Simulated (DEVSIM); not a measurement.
Structure: abrupt Si n-p junction, at 300 K.

| layer (left to right) | material | thickness (μm) | Nd (cm⁻³) | Na (cm⁻³) | τn (s) | τp (s) |
|---|---|---|---|---|---|---|
| 1 | Si | 1.60 | 1.1e19 | - | 5.2e-7 | 5.2e-7 |
| 2 | Si | 15.0 | - | 1.6e17 | 5.2e-7 | 5.2e-7 |

Left contact: ohmic. Right contact: ohmic. Voltage is applied to the left contact. Recombination: SRH at mid-gap. Mobility is constant in doping.

Constants are typed, rounded textbook-type inputs, not results; the design itself was drawn at random and stands for no fabricated device. Values at 300 K.

| parameter | Si |
|---|---|
| gap (eV) | 1.124 |
| affinity (eV) | 4.05 |
| permittivity | 11.7 |
| Nc (cm⁻³) | 2.86e19 |
| Nv (cm⁻³) | 3.1e19 |
| μn (cm²/Vs) | 1417 |
| μp (cm²/Vs) | 470 |

DEVSIM, 1D drift-diffusion, Boltzmann statistics, complete ionisation; no tunnelling, impact ionisation, image-force lowering or self-heating.

Tabulate band edges, carrier densities and field at -0.9 V on the left contact.

Energies count from the Fermi level of the right contact; mesh points crowd at the junctions.

```json
[
 {"x (μm)": "0.000", "Ec (eV)": "0.925", "Ev (eV)": "-0.199", "n (cm⁻³)": "1.1e19", "p (cm⁻³)": "< 1e2", "field (V/cm)": "≈ 0"},
 {"x (μm)": "0.02989", "Ec (eV)": "0.925", "Ev (eV)": "-0.199", "n (cm⁻³)": "1.1e19", "p (cm⁻³)": "1.7e14", "field (V/cm)": "≈ 0"},
 {"x (μm)": "0.09585", "Ec (eV)": "0.925", "Ev (eV)": "-0.199", "n (cm⁻³)": "1.1e19", "p (cm⁻³)": "5.6e14", "field (V/cm)": "≈ 0"},
 {"x (μm)": "0.2414", "Ec (eV)": "0.925", "Ev (eV)": "-0.199", "n (cm⁻³)": "1.1e19", "p (cm⁻³)": "1.4e15", "field (V/cm)": "≈ 0"},
 {"x (μm)": "0.7499", "Ec (eV)": "0.925", "Ev (eV)": "-0.199", "n (cm⁻³)": "1.1e19", "p (cm⁻³)": "4.4e15", "field (V/cm)": "≈ 0"},
 {"x (μm)": "1.220", "Ec (eV)": "0.925", "Ev (eV)": "-0.199", "n (cm⁻³)": "1.1e19", "p (cm⁻³)": "7.1e15", "field (V/cm)": "≈ 0"},
 {"x (μm)": "1.441", "Ec (eV)": "0.925", "Ev (eV)": "-0.199", "n (cm⁻³)": "1.1e19", "p (cm⁻³)": "8.4e15", "field (V/cm)": "≈ 0"},
 {"x (μm)": "1.562", "Ec (eV)": "0.925", "Ev (eV)": "-0.199", "n (cm⁻³)": "1.1e19", "p (cm⁻³)": "9.1e15", "field (V/cm)": "≈ 0"},
 {"x (μm)": "1.596", "Ec (eV)": "0.926", "Ev (eV)": "-0.198", "n (cm⁻³)": "1.0e19", "p (cm⁻³)": "9.9e15", "field (V/cm)": "16000"},
 {"x (μm)": "1.622", "Ec (eV)": "1.022", "Ev (eV)": "-0.102", "n (cm⁻³)": "2.6e17", "p (cm⁻³)": "4.0e17", "field (V/cm)": "1600"},
 {"x (μm)": "1.680", "Ec (eV)": "1.022", "Ev (eV)": "-0.102", "n (cm⁻³)": "2.5e17", "p (cm⁻³)": "4.1e17", "field (V/cm)": "-13"},
 {"x (μm)": "1.889", "Ec (eV)": "1.022", "Ev (eV)": "-0.102", "n (cm⁻³)": "2.5e17", "p (cm⁻³)": "4.1e17", "field (V/cm)": "-13"},
 {"x (μm)": "2.281", "Ec (eV)": "1.022", "Ev (eV)": "-0.102", "n (cm⁻³)": "2.4e17", "p (cm⁻³)": "4.0e17", "field (V/cm)": "-13"},
 {"x (μm)": "3.167", "Ec (eV)": "1.020", "Ev (eV)": "-0.104", "n (cm⁻³)": "2.3e17", "p (cm⁻³)": "3.9e17", "field (V/cm)": "-14"},
 {"x (μm)": "6.350", "Ec (eV)": "1.016", "Ev (eV)": "-0.108", "n (cm⁻³)": "1.8e17", "p (cm⁻³)": "3.4e17", "field (V/cm)": "-16"},
 {"x (μm)": "11.19", "Ec (eV)": "1.006", "Ev (eV)": "-0.118", "n (cm⁻³)": "1.1e17", "p (cm⁻³)": "2.7e17", "field (V/cm)": "-23"},
 {"x (μm)": "14.22", "Ec (eV)": "0.998", "Ev (eV)": "-0.126", "n (cm⁻³)": "5.2e16", "p (cm⁻³)": "2.1e17", "field (V/cm)": "-33"},
 {"x (μm)": "15.56", "Ec (eV)": "0.993", "Ev (eV)": "-0.131", "n (cm⁻³)": "2.5e16", "p (cm⁻³)": "1.8e17", "field (V/cm)": "-42"},
 {"x (μm)": "16.27", "Ec (eV)": "0.990", "Ev (eV)": "-0.134", "n (cm⁻³)": "8.3e15", "p (cm⁻³)": "1.7e17", "field (V/cm)": "-50"},
 {"x (μm)": "16.47", "Ec (eV)": "0.989", "Ev (eV)": "-0.135", "n (cm⁻³)": "3.4e15", "p (cm⁻³)": "1.6e17", "field (V/cm)": "-53"},
 {"x (μm)": "16.55", "Ec (eV)": "0.988", "Ev (eV)": "-0.136", "n (cm⁻³)": "1.2e15", "p (cm⁻³)": "1.6e17", "field (V/cm)": "-54"},
 {"x (μm)": "16.60", "Ec (eV)": "0.988", "Ev (eV)": "-0.136", "n (cm⁻³)": "730", "p (cm⁻³)": "1.6e17", "field (V/cm)": "-55"}
]
```
